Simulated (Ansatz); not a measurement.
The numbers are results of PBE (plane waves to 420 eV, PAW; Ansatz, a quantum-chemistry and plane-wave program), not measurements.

Electrostatic potential energy of an electron, averaged over planes parallel to the surface, in eV from the Fermi level, for a constructed model of the (111) surface of fcc Ir, a pseudomorphic layer of Pd in the other hollow (bottom of the slab: a bare face, its two planes held):

(z (Å), V (eV)): (3.89, 5.51); (4.17, 5.51); (4.44, 5.51); (4.72, 5.51); (5.00, 5.50); (5.28, 5.48); (5.56, 5.45); (5.83, 5.38); (6.11, 5.23); (6.39, 4.92); (6.67, 4.23); (6.94, 2.76); (7.22, -0.55); (7.50, -8.07); (7.78, -17.21); (8.06, -23.12); (8.33, -22.98); (8.61, -16.94); (8.89, -8.09); (9.17, -2.03); (9.44, -2.29); (9.72, -8.73); (10.00, -17.64); (10.28, -23.56); (10.56, -23.64); (10.83, -17.83); (11.11, -9.02); (11.39, -2.68); (11.67, -2.70); (11.94, -9.07); (12.22, -17.86); (12.50, -23.63); (12.78, -23.50); (13.06, -17.54); (13.33, -8.68); (13.61, -2.39); (13.89, -2.24); (14.17, -8.25); (14.44, -17.13); (14.72, -23.32); (15.00, -23.73); (15.28, -18.14); (15.56, -9.35); (15.83, -2.67); (16.11, -2.12); (16.39, -7.79); (16.67, -16.69); (16.94, -23.15); (17.22, -24.00); (17.50, -18.82); (17.78, -10.17); (18.06, -3.29); (18.33, -2.79); (18.61, -8.89); (18.89, -17.62); (19.17, -23.43); (19.44, -23.35); (19.72, -17.39); (20.00, -8.38); (20.28, -1.50); (20.56, 0.07); (20.83, -3.32); (21.11, -10.38); (21.39, -16.87); (21.67, -18.77); (21.94, -14.32); (22.22, -7.03); (22.50, -0.35); (22.78, 2.69); (23.06, 3.95); (23.33, 4.54); (23.61, 4.81); (23.89, 4.94); (24.17, 5.00); (24.44, 5.03); (24.72, 5.04); (25.00, 5.05); (25.28, 5.05); (25.56, 5.05); (25.83, 5.06)

Model: 7-atom slab, 13.6 Å thick at the start with caps and adatoms (thin: gaps and levels are the slab's own), 16x16x1 mesh, Fermi-Dirac 0.1 eV, dipole correction, 2 atoms held, the rest relaxed; symmetry of the start imposed; no spin, no spin-orbit, no U. In PBE it lies 0.05 eV a 1x1 cell over the lowest computed structure of the same composition (a pseudomorphic layer of Pd in the host's stacking).

Question: The surface cell has an area of 6.49 Å². What dipole along the normal does the step between the two vacuum levels imply?

Answer: the top vacuum level lies 0.45 eV below the bottom one; p = −ε₀ A ΔV (ε₀ = 0.005526 e/(V·Å)) gives 0.02 e·Å a cell.
